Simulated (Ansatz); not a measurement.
**K under a change: isotropic strain −4.84 %**

The reference is K in the bcc (W type) structure (space group Im-3m, No. 229; a = 5.2881 Å; relaxed with 0.1 eV smearing).

One thing is altered: an isotropic linear strain of −4.84 %, atoms relaxed at fixed cell.

Calculations: plane-wave PAW DFT at the PBE level (Ansatz, a first-principles code, 420 eV), no spin-orbit coupling. Γ-centred 18×18×18 mesh, Fermi–Dirac width 0.1 eV.

- Volume per atom: 63.71 Å³ (base 73.94 Å³)
- Space group: Im-3m (No. 229) (base Im-3m (No. 229))
- Energy relative to the base (free energy F): +20 meV/atom
- Pressure: 0.7 GPa (base 0.0 GPa)
- Band gap: zero (base zero)

Cost of the whole job for the changed cell (relaxation, final SCF and bands): around 16 core-seconds (rough).

Stability against distortions was not tested.
